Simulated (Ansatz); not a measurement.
## Li: pressure 4.5 GPa

The parent structure is Li in the bcc (W type) structure (space group Im-3m, No. 229; a = 3.434 Å).

Modification: a hydrostatic pressure of 4.5 GPa.

Calculations: PBEsol (Ansatz, a first-principles code), no SOC. k-mesh 19×19×19 (Γ-centred); smearing 0.05 eV (Fermi–Dirac).

| quantity | base | changed | shift |
|---|---|---|---|
| density | 0.57 g/cm³ | 0.71 g/cm³ | +0.14 g/cm³ |
| lattice parameter a | 3.434 Å | 3.185 Å | -0.249 Å |
| shortest interatomic distance | 2.974 Å | 2.759 Å | -0.2156 Å |
| enthalpy H = E + PV relative to the base's energy | – | +0.50 eV/atom | – |
| band gap | zero | zero | – |

Load acts through the strain it causes; cell and atoms are relaxed under it. Stability against distortions was not tested.
